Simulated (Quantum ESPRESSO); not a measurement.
Quantum ESPRESSO is run on Ta₂Se (P4/nmm, 6 atoms in the cell), and the run fails. The aim is a self-consistent single point with DFT, PBEsol, plane waves, GBRV 1.5 ultrasoft (PBESOL) pseudopotentials.

The input file:

```fortran
&CONTROL
   calculation = 'scf',
   prefix = 'pwscf',
   outdir = './out',
   pseudo_dir = './',
   tprnfor = .true.,
   tstress = .true.,
/
&SYSTEM
   ibrav = 6,
   celldm(1) = 6.37782567,
   celldm(3) = 2.9131851852,
   nat = 6,
   ntyp = 2,
   ecutwfc = 40,
   ecutrho = 320,
   occupations = 'smearing',
   smearing = 'cold',
   degauss = 0.0099958,
/
&ELECTRONS
   conv_thr = 1.0d-9,
/
ATOMIC_SPECIES
Ta   180.9479  ta_pbesol_v1.uspp.F.UPF
Se    78.9710  se_pbesol_v1.uspp.F.UPF
ATOMIC_POSITIONS {crystal}
Ta    0.50000000    0.00000000    0.75530000
Ta    0.00000000    0.50000000    0.24470000
Se    0.50000000    0.00000000    0.36650000
Se    0.00000000    0.50000000    0.63350000
Ta    0.50000000    0.00000000    0.07760000
Ta1    0.00000000    0.50000000    0.92240000
K_POINTS {automatic}
7 7 3  1 1 1
```

Log, with long lists cut:

```
     This program is part of the open-source Quantum ESPRESSO suite
     for quantum simulation of materials; please cite

 %%%%%%%%%%%%%%%%%%%%%%%%%%%%%%%%%%%%%%%%%%%%%%%%%%%%%%%%%%%%%%%%%%%%%%%%%%%%%%
     Error in routine read_cards (6):
     species Ta1 in ATOMIC_POSITIONS is nonexistent
 %%%%%%%%%%%%%%%%%%%%%%%%%%%%%%%%%%%%%%%%%%%%%%%%%%%%%%%%%%%%%%%%%%%%%%%%%%%%%%

     stopping ...
```

Problem. Read the log: what does the program object to, and what is the fix?

Solution. The fault is an atom label that is not in the list of species. Labels in the positions must match the species card. To fix it, correct the label. The program stopped before any SCF iteration.

The sound input it was made from differs as follows (other fixes are possible):
```diff
-Ta1    0.00000000    0.50000000    0.92240000
+Ta    0.00000000    0.50000000    0.92240000
```

With that input, the run converged in 15 iterations: free energy E − TS -8895.7176 eV; Fermi level (on the code's own zero) 15.75 eV; pressure -4.21 GPa; largest force (vector length) 0.204 eV/Å (DFT, PBEsol, plane waves, GBRV 1.5 ultrasoft (PBESOL) pseudopotentials).

On the sound input: the starting cell comes from a database of published, mostly measured structures (it also holds non-ambient and calculated ones), without a prior relaxation at this level. Spin polarisation is off. With a pressure of about -4 GPa the cell is away from its equilibrium volume at this level.
